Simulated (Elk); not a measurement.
Band structure of Sn2Ir (Fm-3m, 3 atoms in the cell).

```
CELL_PARAMETERS angstrom
      0.00000     3.18352     3.18352
      3.18352     0.00000     3.18352
      3.18352     3.18352     0.00000
ATOMIC_POSITIONS crystal
  Sn 0.75000 0.75000 0.75000
  Sn 0.25000 0.25000 0.25000
  Ir 0.00000 0.00000 0.00000
```

Level of theory: PBEsol, all-electron FP-LAPW, Elk's shipped species files, default APW+lo basis (Elk 10.2.4).

Settings: xctype = 22; swidth = 0.00367493 Ha; ngridk = 12 12 12; rmtscf = 0.91; maxscl = 100.

The starting cell comes from a database of computed structures (which also holds hypothetical and non-ambient phases and stackings), without a prior relaxation at this level. Spin-orbit coupling is off. Spin polarisation is off. Values depend on the basis (sphere radii, cutoffs, local orbitals), which need not be converged.

Levels in eV from the Fermi level, bands 32 to 39:
```
point     32     33     34     35    36    37    38    39
-----  -----  -----  -----  -----  ----  ----  ----  ----
Γ      -2.09  -2.09   3.59   3.59  3.59  3.90  3.90  3.90
X      -2.44  -2.44  -2.14  -1.93  1.27  3.33  8.10  8.10
W      -2.45  -2.41  -1.96  -0.77  3.34  3.34  5.44  5.88
K      -2.66  -2.14  -1.49  -1.15  1.85  4.66  5.57  5.96
L      -2.00  -2.00  -0.04  -0.04  1.29  2.53  4.14  4.14
U      -2.66  -2.14  -1.49  -1.15  1.85  4.66  5.57  5.96
```

Bands cross the Fermi level along this path, so the cell is metallic at this level.
